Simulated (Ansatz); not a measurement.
Worked example: self-consistent single point of KTa₃ (P6_3/mmc, 8 atoms in the cell) in Ansatz (an electronic-structure program)

Method: LDA (PW92), default PAW files made with PBE (plane waves; Ansatz).

This input was run:

Ansatz 0.2 input:
```yaml
# KTa3
crystal:
  lattice:
    - [6.815458, 0.000000, 0.000000]
    - [-3.407729, 5.902360, 0.000000]
    - [0.000000, 0.000000, 5.466525]
  atoms:
    - { symbol: Ta, position: [0.839200, 0.678400, 0.250000] }
    - { symbol: Ta, position: [0.160800, 0.839200, 0.750000] }
    - { symbol: Ta, position: [0.321600, 0.160800, 0.250000] }
    - { symbol: Ta, position: [0.160800, 0.321600, 0.750000] }
    - { symbol: Ta, position: [0.839200, 0.160800, 0.250000] }
    - { symbol: Ta, position: [0.678400, 0.839200, 0.750000] }
    - { symbol: K, position: [0.333333, 0.666667, 0.250000] }
    - { symbol: K, position: [0.666667, 0.333333, 0.750000] }
kpoints:
  mp_grid:
    grid: [5, 5, 5]
hamiltonian:
  xc: lda
  pseudopotentials:
    kind: paw
scf:
  occupations:
    method: cold
    width: 0.01 Ry
output:
  forces: true
  eigenvalues: true
  stress: true
```

Output, abridged:

```
WARN the atoms were moved onto the symmetric positions of the space group found under crystal.symmetry.tolerance 1.0e-5 (fractional …
WARN basis.ecutwfc = 420 eV, the default
WARN ansatz: RAYON_NUM_THREADS=1 ignored (pool sized by the plan → 1); use --threads N
Pseudopotentials: kind: paw
Pseudopotential: Ta, paw, valence charge 13
Pseudopotential: K, paw, valence charge 9
Crystal: 8 atoms, lattice volume = 219.903 Å³
Basis set: ecut = 420 eV, 4315 PW (Γ)
Bands: 58, of which v1, the nominal top of the filled ones, is band 48 counted from 1 (47 counted from 0)
Symmetry: 24 space group operations
Space group: P63/mmc (ITA 194), of the structure as read, at distance tolerance 6.0e-5 Å
k-points: 15 of 125
PAW frozen core: Ta, regenerated for the run's functional, and the local potential with it
PAW frozen core: K, regenerated for the run's functional, and the local potential with it
Initial density: superposition of atomic densities (neutral atoms: chi_scale 0, normalization atom), corrected by the library's trained network
Initial wavefunctions: pseudopotential atomic-orbital guess
Eigensolver: davidson
Functional: x = slater, c = lda
SCF iter   1: F=—  HF=-61070.936537 eV  |F-HF|=—  |Δ(HF+E_count)|=         —  Δρ=6.93e-3  dr2=9.77e-2  ethr=1.77e-3  ⟨swp⟩=6.3  Hψ=3346  notcnv=0
all-band conjugate gradients solve this SCF's bands
preconditioner: auto → Kerker (q_TF=auto, 2.376 Å⁻¹)
SCF iter   2: F=—  HF=-61070.918169 eV  |F-HF|=—  |Δ(HF+E_count)|=   1.84e-2  S|Δr|=    0.00e0  Δρ=3.58e-3  dr2=2.65e-2  ethr=1.02e-4  ⟨swp⟩=1.9  Hψ=1060  notcnv=0  defer=1
SCF iter   3: F=—  HF=-61070.911710 eV  |F-HF|=—  |Δ(HF+E_count)|=   6.46e-3  S|Δr|=    0.00e0  Δρ=5.82e-4  dr2=9.52e-4  ethr=2.76e-5  ⟨swp⟩=2.0  Hψ=1057  notcnv=0  defer=1
SCF iter   4: F=—  HF=-61070.911481 eV  |F-HF|=—  |Δ(HF+E_count)|=   2.28e-4  S|Δr|=    0.00e0  Δρ=1.24e-4  dr2=3.99e-5  ethr=9.91e-7  ⟨swp⟩=2.1  Hψ=1086  notcnv=0  defer=1
SCF iter   5: F=—  HF=-61070.911271 eV  |F-HF|=—  |Δ(HF+E_count)|=   2.11e-4  S|Δr|=    0.00e0  Δρ=4.29e-5  dr2=4.48e-6  ethr=4.16e-8  ⟨swp⟩=2.0  Hψ=1067  notcnv=0  defer=1
SCF iter   6: F=—  HF=-61070.911270 eV  |F-HF|=—  |Δ(HF+E_count)|=   5.68e-7  S|Δr|=    0.00e0  Δρ=8.65e-6  dr2=2.40e-7  ethr=4.67e-9  ⟨swp⟩=2.4  Hψ=1360  notcnv=0  defer=1
SCF iter   7: F=-61070.911270 eV  HF=-61070.911270 eV  |F-HF|=8.88e-10  |Δ(HF+E_count)|=   5.37e-8  S|Δr|=    0.00e0  Δρ=1.29e-6  dr2=3.75e-9  ethr=1.04e-10  ⟨swp⟩=11.9  Hψ=3536  notcnv=0
SCF 1 converged in 7 iterations: F = -61070.911270 eV  dr2 = 3.75e-9
SCF converged after 7 iterations
Stability not checked (fill_not_monotonic)
Free energy (F): -61070.911270 eV
Harris-Foulkes:  -61070.911270 eV  (|F-HF|=8.88e-10)
Internal energy: -61070.896887 eV  (E = F + TS)
E sigma→0 (E₀):  -61070.906476 eV
Entropy (-TS):   -0.014383 eV (-1.798 meV/atom)
Fermi energy:    10.019940 eV
--- Per-component energies (eV) ---
  E_band       = -1440.215482
  E_kinetic    = 2651.613863
  E_local      = -5987.363397  (includes V_loc(G=0)·N_el)
  E_nonlocal   = 144.165994
  E_hartree    = 2010.910093
  E_xc         = -1538.108370
  E_vxc        = -1514.625343  (∫ρ·V_xc dr)
  E_paw        = -50369.128297  (= ΣΔE_a)
  E_vpaw       = -755.828868  (= ΣTr[D̂ρ^β])
  E_aug_tail   = 0.000884  (compensation charges beyond the density's cutoff)
  E_ewald      = -7985.056073
  E_core_change = 2.068417  (= ΣΔE_core)
  E_smearing   = -0.014383  (= −TS)
  E_closure    = -0.000000  (closes the sum)
  Σ components = -61070.911270   (vs F -61070.911270, Δ=0.00e0)
--- Forces (eV/Å), atoms counted from 1 ---
  atom   1  Ta     0.00000000     1.86620918     0.00000000
  atom   2  Ta    -1.61618456     0.93310459     0.00000000
  atom   3  Ta    -1.61618456    -0.93310459     0.00000000
  atom   4  Ta     0.00000000    -1.86620918     0.00000000
  atom   5  Ta     1.61618456    -0.93310459     0.00000000
  atom   6  Ta     1.61618456     0.93310459     0.00000000
  atom   7  K      0.00000000     0.00000000     0.00000000
  atom   8  K     -0.00000000    -0.00000000     0.00000000
  max |Σ_I F_I| component: 1.33e-15 eV/Å
--- Stress (GPa, compression-positive) ---
      -20.007686      -0.000000      -0.000000
        0.000000     -20.007686      -0.000000
       -0.000000      -0.000000     -23.813446
  P = ⅓ Tr σ = -21.2763 GPa (-212.763 kbar)
  The stress holds the Pulay correction. Without it, at fixed plane waves, as pw.x and ABINIT print it: P = -21.2929 GPa
--- Band table (eV; the first three rows and the last of 15) ---
  k-point 0: bands = ["-58.4976", "-58.4872", "-58.4872", "-58.4854", "-58.4812", "-58.4812", "-24.9798", "-24.9664", "-24.9334", "-24.9018", "-24.9018", "-24.8928", "-24.8928", "-24.8913", "-24.8913", "-24.8405", "-24.7878", "-24.7878", "-24.7748", [...]
  k-point 1: bands = ["-58.4964", "-58.4866", "-58.4866", "-58.4866", "-58.4818", "-58.4818", "-24.9783", "-24.9674", "-24.9315", "-24.9315", "-24.9168", "-24.9051", "-24.9051", "-24.8510", "-24.8510", "-24.8337", "-24.7887", "-24.7887", "-24.7756", [...]
  k-point 2: bands = ["-58.4934", "-58.4896", "-58.4851", "-58.4851", "-58.4833", "-58.4833", "-24.9745", "-24.9703", "-24.9426", "-24.9426", "-24.9300", "-24.9300", "-24.8724", "-24.8165", "-24.8158", "-24.8101", "-24.8101", "-24.7936", "-24.7917", [...]
  k-point 14: bands = ["-58.4915", "-58.4879", "-58.4866", "-58.4860", "-58.4842", "-58.4835", "-24.9434", "-24.9396", "-24.9287", "-24.9270", "-24.9209", "-24.9128", "-24.8541", "-24.8388", "-24.8311", "-24.8294", "-24.8140", "-24.8078", [...]
```

The run converged in 7 iterations.

The starting cell was generated: these elements placed on a structure prototype, without a prior relaxation; it need not be a known phase or ordering of this composition. Spin-orbit coupling is off. Spin polarisation is off. With a pressure of about -21 GPa the cell is away from its equilibrium volume at this level. Forces in this geometry exceed 1 eV/Å. Ansatz's pressure includes its estimate of the finite-basis (Pulay) stress.
